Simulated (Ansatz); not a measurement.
CsCl-type FeAl, treated with PBEsol in Ansatz (plane waves, PAW).

Settings: plane-wave cutoff 560 eV, 16×16×16 k mesh, Fermi–Dirac smearing 0.1 eV, perturbation theory, no spin polarisation, scalar-relativistic PAW data made under PBE.

Computed at the level's own relaxed cell.

Space group Pm-3m (No. 221); a = b = c = 2.840 Å, α = β = γ = 90.00°

```tsv
atom	site	symmetry	x	y	z
Al	1b	m-3m	0.5000	0.5000	0.5000
Fe	1a	m-3m	0.0000	0.0000	0.0000
```

Harmonic phonon frequencies (cm⁻¹; i marks an imaginary mode):

```
q point              frequencies
-------  -----------------------
Γ                            [?]
X        234 234 240 299 299 353
M                            [?]
R        223 223 223 366 366 366
```

Q: What belongs in the gaps?

A: 
- Γ, frequencies: 0 0 0 362 362 362
- M, frequencies: 110 110 278 300 405 405

No imaginary mode appears at these points.

Ansatz is an electronic-structure program.
